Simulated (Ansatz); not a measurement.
Gap of wurtzite InAs, (0001) cell, strained to InP +3.0% (InAs held in this type, which need not be the stable form; held in plane at the lattice of InP strained by +3 %), on one geometry relaxed at PBE.

Levels used, each named beside its values: r2SCAN (plane waves to 500 eV, PAW; Ansatz, a program for electronic structure); HSE06 (plane waves to 420 eV, PAW; Ansatz). Geometries and values that name no level are of the first. Spin–orbit coupling is left out. Its k-point mesh 9×9×5, Fermi–Dirac width 0.01 eV. HSE06 ran on meshes of its own (6×6×3); its edges and gaps are taken over the mesh and over extra points off it, mostly where PBE has its edges.

| level | gap (eV) |
|---|---|
| r2SCAN | ? |
| HSE06 | 0.21 |

Task: Fill in the missing entries.

Result: 
- r2SCAN, gap (eV): 0.00
